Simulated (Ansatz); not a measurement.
# rock-salt ZrN (1 1 0) on zinc-blende GaSb (1 1 0) (film strained to the substrate, started from cuts of the bulks and a machine-learned relaxation; slabs Ga6Sb6 and N12Zr12, which can lie off the formulas)

A periodic stack without vacuum, rock-salt ZrN (1 1 0) on zinc-blende GaSb (1 1 0) (film strained to the substrate, started from cuts of the bulks and a machine-learned relaxation; slabs Ga6Sb6 and N12Zr12, which can lie off the formulas): substrate slab Ga6Sb6, film N12Zr12, surface cells [[0, -1], [1, -1]] and [[1, 0], [1, 2]], film strained by -4.4 and -4.4 %, outermost planes GaSb/GaSb and NZr/NZr as cut, which need not be the usual terminations and can put a slab off its formula.

The start was prepared with a machine-learned potential, and the result is one local minimum, with the in-plane cell held and forces under 0.04 eV/Å; the film can end far from its bulk form.

Computed with PBE (plane waves to 420 eV, PAW; Ansatz, an electronic-structure program). Spin–orbit coupling is left out; the runs are not spin-polarised. Its k-point mesh 9×5×1, Fermi–Dirac width 0.05 eV.

The interface area is 27.3 Å², the period comes out as 23.98 Å and the heights between the nearest atoms of the two slabs at the two interfaces is 2.08 and 2.08 Å. The Ga–Zr contacts across the interfaces within 1.22 times the sum of covalent radii comes out as 4, mean 3.10 Å and the Sb–Zr contacts across the interfaces within 1.22 times the sum of covalent radii is 4, mean 3.01 Å. The Ga–N contacts across the interfaces within 1.22 times the sum of covalent radii comes out as 2, mean 2.08 Å.

```yaml
crystal:
  lattice:
    - [4.39228, 0.00071, -0.09728]
    - [4.39301, 6.21259, 0.03404]
    - [0.55187, 1.03996, 24.00050]
  atoms:
    - { symbol: Ga, position: [0.61791, 0.03404, 0.14887] }
    - { symbol: Ga, position: [0.59246, 0.55951, 0.03950] }
    - { symbol: Ga, position: [0.65162, 0.00128, 0.32876] }
    - { symbol: Ga, position: [0.62500, 0.52710, 0.22568] }
    - { symbol: Ga, position: [0.71302, 0.94157, 0.51514] }
    - { symbol: Ga, position: [0.68274, 0.46988, 0.40559] }
    - { symbol: Sb, position: [0.34810, 0.30386, 0.05641] }
    - { symbol: Sb, position: [0.35378, 0.79835, 0.13251] }
    - { symbol: Sb, position: [0.37541, 0.27681, 0.23647] }
    - { symbol: Sb, position: [0.39660, 0.75635, 0.31802] }
    - { symbol: Sb, position: [0.42677, 0.22597, 0.42192] }
    - { symbol: Sb, position: [0.46165, 0.69284, 0.49820] }
    - { symbol: N, position: [0.23637, 0.41767, 0.60950] }
    - { symbol: N, position: [0.72277, 0.93121, 0.60179] }
    - { symbol: N, position: [0.00041, 0.15332, 0.67198] }
    - { symbol: N, position: [0.50161, 0.65194, 0.67015] }
    - { symbol: N, position: [0.76571, 0.88746, 0.74372] }
    - { symbol: N, position: [0.26628, 0.38700, 0.74252] }
    - { symbol: N, position: [0.53493, 0.61792, 0.81119] }
    - { symbol: N, position: [0.03160, 0.12117, 0.81135] }
    - { symbol: N, position: [0.30351, 0.34886, 0.88441] }
    - { symbol: N, position: [0.80116, 0.85118, 0.88244] }
    - { symbol: N, position: [0.06552, 0.08646, 0.94465] }
    - { symbol: N, position: [0.55928, 0.59289, 0.95289] }
    - { symbol: Zr, position: [0.49941, 0.15425, 0.67165] }
    - { symbol: Zr, position: [0.99790, 0.65571, 0.67038] }
    - { symbol: Zr, position: [0.73228, 0.42155, 0.60492] }
    - { symbol: Zr, position: [0.23437, 0.91969, 0.60621] }
    - { symbol: Zr, position: [0.03441, 0.61844, 0.81296] }
    - { symbol: Zr, position: [0.53508, 0.11770, 0.81428] }
    - { symbol: Zr, position: [0.26935, 0.88383, 0.74105] }
    - { symbol: Zr, position: [0.76609, 0.38722, 0.74060] }
    - { symbol: Zr, position: [0.56729, 0.08448, 0.94979] }
    - { symbol: Zr, position: [0.06662, 0.58564, 0.94807] }
    - { symbol: Zr, position: [0.79909, 0.35330, 0.88380] }
    - { symbol: Zr, position: [0.30051, 0.85185, 0.88306] }
```
